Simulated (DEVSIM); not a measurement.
Device: Ni/AlN/p-Ge capacitor, at 400 K.

```
layer (left to right)  material  thickness (nm)  Na (cm⁻³)
---------------------  --------  --------------  ---------
1                           AlN            20.0          -
2                            Ge           14000     1.9e15
```

Metal gate on the left, work function 5.1 eV. Fixed charge at the semiconductor interface 0 cm⁻² (in units of +e); no interface traps.

The device is made up for the run: typed textbook-type constants, with dimensions and the other settings drawn at random. Values at 300 K; Nc and Nv go as T^1.5, mobilities as T to minus their exponent, the gap by Varshni's rule with the affinity fixed.

```csv
parameter,AlN,Ge
gap (eV),6.1,0.664
affinity (eV),1.9,4
permittivity,8.5,16
Nc (cm⁻³),-,1.04e19
Nv (cm⁻³),-,6e18
Varshni α (eV/K),-,0.000477
Varshni β (K),-,235
```

DEVSIM, 1D Poisson equation in equilibrium, Boltzmann statistics, complete ionisation; no quantum confinement or tunnelling. Metal contacts follow the ideal Schottky-Mott rule: no Fermi-level pinning, no interface dipoles.

**Question.** Tabulate band edges, carrier densities and field at 1.85 V on the gate.

**Answer.** Energies count from the Fermi level of the right contact; mesh points crowd at the junctions.

```json
[
 {"x (μm)": "0.000", "Ec (eV)": "1.350", "Ev (eV)": "-4.750", "n (cm⁻³)": "< 1e2", "p (cm⁻³)": "< 1e2", "field (V/cm)": "390000"},
 {"x (μm)": "0.001819", "Ec (eV)": "1.422", "Ev (eV)": "-4.678", "n (cm⁻³)": "< 1e2", "p (cm⁻³)": "< 1e2", "field (V/cm)": "390000"},
 {"x (μm)": "0.005926", "Ec (eV)": "1.583", "Ev (eV)": "-4.517", "n (cm⁻³)": "< 1e2", "p (cm⁻³)": "< 1e2", "field (V/cm)": "390000"},
 {"x (μm)": "0.01387", "Ec (eV)": "1.896", "Ev (eV)": "-4.204", "n (cm⁻³)": "< 1e2", "p (cm⁻³)": "< 1e2", "field (V/cm)": "390000"},
 {"x (μm)": "0.01893", "Ec (eV)": "2.095", "Ev (eV)": "-4.005", "n (cm⁻³)": "< 1e2", "p (cm⁻³)": "< 1e2", "field (V/cm)": "390000"},
 {"x (μm)": "0.02041", "Ec (eV)": "0.045", "Ev (eV)": "-0.579", "n (cm⁻³)": "4.4e18", "p (cm⁻³)": "4.6e11", "field (V/cm)": "180000"},
 {"x (μm)": "0.02291", "Ec (eV)": "0.080", "Ev (eV)": "-0.544", "n (cm⁻³)": "1.6e18", "p (cm⁻³)": "1.3e12", "field (V/cm)": "110000"},
 {"x (μm)": "0.03358", "Ec (eV)": "0.149", "Ev (eV)": "-0.475", "n (cm⁻³)": "2.1e17", "p (cm⁻³)": "9.6e12", "field (V/cm)": "41000"},
 {"x (μm)": "0.05824", "Ec (eV)": "0.213", "Ev (eV)": "-0.412", "n (cm⁻³)": "3.4e16", "p (cm⁻³)": "6.0e13", "field (V/cm)": "17000"},
 {"x (μm)": "0.1241", "Ec (eV)": "0.280", "Ev (eV)": "-0.344", "n (cm⁻³)": "4.8e15", "p (cm⁻³)": "4.3e14", "field (V/cm)": "6400"},
 {"x (μm)": "0.2908", "Ec (eV)": "0.331", "Ev (eV)": "-0.293", "n (cm⁻³)": "1.1e15", "p (cm⁻³)": "1.9e15", "field (V/cm)": "1200"},
 {"x (μm)": "1.005", "Ec (eV)": "0.343", "Ev (eV)": "-0.281", "n (cm⁻³)": "7.6e14", "p (cm⁻³)": "2.7e15", "field (V/cm)": "≈ 0"},
 {"x (μm)": "2.654", "Ec (eV)": "0.343", "Ev (eV)": "-0.281", "n (cm⁻³)": "7.6e14", "p (cm⁻³)": "2.7e15", "field (V/cm)": "≈ 0"},
 {"x (μm)": "7.020", "Ec (eV)": "0.343", "Ev (eV)": "-0.281", "n (cm⁻³)": "7.6e14", "p (cm⁻³)": "2.7e15", "field (V/cm)": "≈ 0"},
 {"x (μm)": "12.09", "Ec (eV)": "0.343", "Ev (eV)": "-0.281", "n (cm⁻³)": "7.6e14", "p (cm⁻³)": "2.7e15", "field (V/cm)": "≈ 0"},
 {"x (μm)": "13.27", "Ec (eV)": "0.343", "Ev (eV)": "-0.281", "n (cm⁻³)": "7.6e14", "p (cm⁻³)": "2.7e15", "field (V/cm)": "≈ 0"},
 {"x (μm)": "13.74", "Ec (eV)": "0.343", "Ev (eV)": "-0.281", "n (cm⁻³)": "7.6e14", "p (cm⁻³)": "2.7e15", "field (V/cm)": "≈ 0"},
 {"x (μm)": "13.91", "Ec (eV)": "0.343", "Ev (eV)": "-0.281", "n (cm⁻³)": "7.6e14", "p (cm⁻³)": "2.7e15", "field (V/cm)": "≈ 0"},
 {"x (μm)": "13.99", "Ec (eV)": "0.343", "Ev (eV)": "-0.281", "n (cm⁻³)": "7.6e14", "p (cm⁻³)": "2.7e15", "field (V/cm)": "≈ 0"},
 {"x (μm)": "14.01", "Ec (eV)": "0.343", "Ev (eV)": "-0.281", "n (cm⁻³)": "7.6e14", "p (cm⁻³)": "2.7e15", "field (V/cm)": "≈ 0"},
 {"x (μm)": "14.02", "Ec (eV)": "0.343", "Ev (eV)": "-0.281", "n (cm⁻³)": "7.6e14", "p (cm⁻³)": "2.7e15", "field (V/cm)": "≈ 0"},
 {"x (μm)": "14.02", "Ec (eV)": "0.343", "Ev (eV)": "-0.281", "n (cm⁻³)": "7.6e14", "p (cm⁻³)": "2.7e15", "field (V/cm)": "≈ 0"}
]
```
